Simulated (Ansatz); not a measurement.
We consider CsCl-type RuAl, described by revPBE (PAW; Ansatz, an electronic-structure program).

Numerical settings: plane-wave cutoff 520 eV, 22×22×22 k mesh, Fermi–Dirac smearing 0.055 eV (set by the program), no spin polarisation, scalar-relativistic PAW data made under PBE.

Computed at the level's own relaxed cell.

```
CELL_PARAMETERS angstrom
      3.01665     0.00000     0.00000
      0.00000     3.01665     0.00000
      0.00000     0.00000     3.01665
ATOMIC_POSITIONS crystal
  Al 0.50000 0.50000 0.50000
  Ru 0.00000 0.00000 0.00000
```

**Question.** Give the elastic tensor (Voigt notation, GPa, ions relaxed, in the Cartesian axes of the cell as printed).

**Answer.** 
```
  304.8   142.1   142.1     0.0     0.0     0.0
  142.1   304.8   142.1     0.0     0.0     0.0
  142.1   142.1   304.8     0.0     0.0     0.0
    0.0     0.0     0.0   123.0     0.0     0.0
    0.0     0.0     0.0     0.0   123.0     0.0
    0.0     0.0     0.0     0.0     0.0   123.0
```

Static lattice: no zero-point or thermal effects.
